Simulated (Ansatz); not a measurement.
## Effect of uniaxial stress, 2 GPa tension along z on GaAs

Start from GaAs in the zinc blende structure (space group F-43m, No. 216; a = 5.659 Å). Axes: x, y, z lie along the cube axes.

Now apply this change: uniaxial stress, 2 GPa tension along z; all other stress components relax to zero.

Computed with PBEsol in Ansatz (plane waves to 420 eV, PAW, scalar-relativistic without spin-orbit coupling). k-mesh 10×10×10 (Γ-centred); smearing 0.05 eV (Fermi–Dirac).

The volume per atom rises by 0.221 Å³ (22.65 Å³ → 22.88 Å³) and the space group changes from F-43m (No. 216) to I-4m2 (No. 119). The shortest interatomic distance rises by 0.009 Å (2.450 Å → 2.459 Å) and the energy goes up by 3.4 meV/atom. The band gap shrinks by 0.14 eV to 0.28 eV and the gap character remains direct at Γ. The valence-band top at Γ (three highest levels, from the VBM) becomes 0.00, 0.00, -0.19 eV (base: 0.00, 0.00, 0.00 eV) and the valley order (the lowest conduction-band minima on the path, energy above the VBM, named in the base's zone) becomes Γ 0.28 eV; L along [111] 0.82 eV; a point along [010], about 1.0 Å⁻¹ from Γ 1.19 eV; a point along [001], about 1.0 Å⁻¹ from Γ 1.44 eV (base: Γ 0.42 eV; L along ⟨111⟩ 0.92 eV; a point along ⟨100⟩, about 1.0 Å⁻¹ from Γ 1.32 eV). The strain response (xx, yy, zz) comes out as (−0.72, −0.72, +2.45) % and the secant Young's modulus along z is 82 GPa. The mean lateral Poisson ratio is 0.29.

Final structure:

```
CELL_PARAMETERS angstrom
      0.00000     2.80917     2.89870
      2.80917     0.00000     2.89870
      2.80917     2.80917     0.00000
ATOMIC_POSITIONS crystal
  As 0.75000 0.75000 0.75000
  Ga 0.00000 0.00000 0.00000
```

Stability under load was not tested beyond the relaxation. A zero or small gap of GaAs under uniaxial stress, 2 GPa tension along z can be the functional's error rather than a property of the material. Labels are those of the standard path for the cell's own space group.

Ansatz is an electronic-structure program.
